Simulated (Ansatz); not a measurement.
Base system: ZnS in the wurtzite structure (space group P6_3mc, No. 186).

```yaml
crystal:
  lattice:
    - [3.73826, 0.00000, 0.00000]
    - [-1.86913, 3.23743, 0.00000]
    - [0.00000, 0.00000, 6.14288]
  atoms:
    - { symbol: Zn, position: [0.33333, 0.66667, 0.00059] }
    - { symbol: Zn, position: [0.66667, 0.33333, 0.50059] }
    - { symbol: S, position: [0.33333, 0.66667, 0.37441] }
    - { symbol: S, position: [0.66667, 0.33333, 0.87441] }
```

Cartesian axes are those of the cell as printed.

Level of theory: Ansatz (a quantum-chemistry and plane-wave program) LDA, scalar-relativistic without spin-orbit coupling.

Strains are applied to the cell and any free atomic positions relax; under biaxial strain the out-of-plane vector relaxes too.

One change was made to it. Results:

The valence-band top at Γ (three highest levels, from the VBM) goes from 0.00, 0.00, -0.10 eV to 0.00, 0.00, -0.16 eV; the electron mass changes from 0.15 mₑ along c, 0.18 mₑ across (at Γ) to 0.15 mₑ out of plane, 0.18 mₑ in plane (at Γ); the pressure (mean of the normal stresses, compression positive) goes from zero to 0.69 GPa.

Which of these changes matches the shifts?
A. biaxial strain −3.00 %, plane normal [001], relaxed out of plane
B. biaxial strain −1.80 %, plane normal [001], relaxed out of plane
C. biaxial strain −0.60 %, plane normal [001], relaxed out of plane
D. biaxial strain −1.20 %, plane normal [001], relaxed out of plane

C, biaxial strain −0.60 %, plane normal [001], relaxed out of plane. For comparison, the valence-band top at Γ in the other runs: biaxial strain −1.80 %, plane normal [001], relaxed out of plane gives 0.00, 0.00, -0.29 eV; biaxial strain −1.20 %, plane normal [001], relaxed out of plane gives 0.00, 0.00, -0.22 eV; biaxial strain −3.00 %, plane normal [001], relaxed out of plane gives 0.00, 0.00, -0.44 eV.

The levels and masses belong to the bands next to the band gap. Effective masses come from finite differences of ±0.01 Å⁻¹. Stability against distortions was not tested.
